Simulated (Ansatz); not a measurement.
Consider BP in the zinc blende structure (space group F-43m, No. 216).

```yaml
crystal:
  lattice:
    - [0.00000, 2.26828, 2.26828]
    - [2.26828, 0.00000, 2.26828]
    - [2.26828, 2.26828, 0.00000]
  atoms:
    - { symbol: B, position: [0.00000, 0.00000, 0.00000] }
    - { symbol: P, position: [0.25000, 0.25000, 0.25000] }
```

All numbers come from r2SCAN in Ansatz (plane waves to 500 eV, PAW, spin-orbit coupling left out).

Strains are applied to the cell and any free atomic positions relax.

One change was made to it. Results:

```json
[
 {"quantity": "band gap", "base": "1.41 eV", "after": "1.27 eV"},
 {"quantity": "hole mass (degenerate bands, along [100])", "base": "0.24, 0.24, 0.32 mₑ (at Γ)", "after": "0.23, 0.23, 0.36 mₑ (at Γ)"},
 {"quantity": "width of the top valence band", "base": "5.74 eV", "after": "6.30 eV"}
]
```

Question: Which change produced these results?
A) isotropic strain −0.50 %
B) isotropic strain −1.50 %
C) isotropic strain −2.50 %
D) isotropic strain −3.00 %

Answer: D, isotropic strain −3.00 %. For comparison, the hole mass in the other runs: isotropic strain −1.50 % gives 0.24, 0.24, 0.34 mₑ (at Γ); isotropic strain −0.50 % gives 0.24, 0.24, 0.33 mₑ (at Γ); isotropic strain −2.50 % gives 0.23, 0.23, 0.35 mₑ (at Γ).

Masses are band curvatures over ±0.01 Å⁻¹ around the edge. Stability against distortions was not tested.

Ansatz is a program for electronic structure.
